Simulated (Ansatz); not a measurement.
For ZrAg (model structure, Fm-3m, No. 225, 2 atoms in the cell), LDA in Ansatz (PAW) gives:

- equilibrium lattice constant a = 5.530 Å
- cohesive energy = 5.08 eV/atom

Problem. What does PBE (Ansatz, a program for electronic structure, PAW) give for the same quantities?

Solution. 
- lattice constant a: 5.669 Å (rises by 2.5 %)
- cohesive energy: 3.90 eV/atom (drops by 1.18 eV/atom)

Changes are worked out from the printed values.

Unless a cell is named, each level is at its own relaxed cell (LDA 21.14, PBE 22.77 Å³/atom).

Ansatz's density-functional and Hartree–Fock values are scalar-relativistic unless marked +SOC, with PAW data made under PBE.

A model structure was made by putting elements into a prototype or built by hand; it is no filed structure, need not be a known phase, and can be a saddle point held by its symmetry.
